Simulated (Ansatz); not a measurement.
The reference is Ru in the hcp (Mg type) structure (space group P6_3/mmc, No. 194; relaxed with 0.1 eV smearing).

```
Ru
1.0
    2.70429     0.00000     0.00000
   -1.35214     2.34198     0.00000
    0.00000     0.00000     4.26291
Ru
2
Direct
  0.66667   0.33333   0.75000
  0.33333   0.66667   0.25000
```

Cartesian axes are those of the cell as printed.

Level of theory: Ansatz (an electronic-structure program), r2SCAN, PAW, cutoff 500 eV, no SOC.

Before the change:

The pressure is 0.0 GPa and the shortest interatomic distance comes out as 2.642 Å.

Modification: uniaxial strain ε_zz = +0.50 %, all other strain components held at zero; the atoms relax in the strained cell.

### Question
What does the calculation give for the energy relative to the base, pressure and shortest interatomic distance after the change?

### Answer
The energy grows by 0.7 meV/atom; the pressure (mean of the normal stresses, compression positive) goes from zero to -1.7 GPa; the shortest interatomic distance rises by 0.009 Å (2.642 Å → 2.651 Å).

Whether these cells are dynamically stable was not tested. All final runs are without spin polarisation.
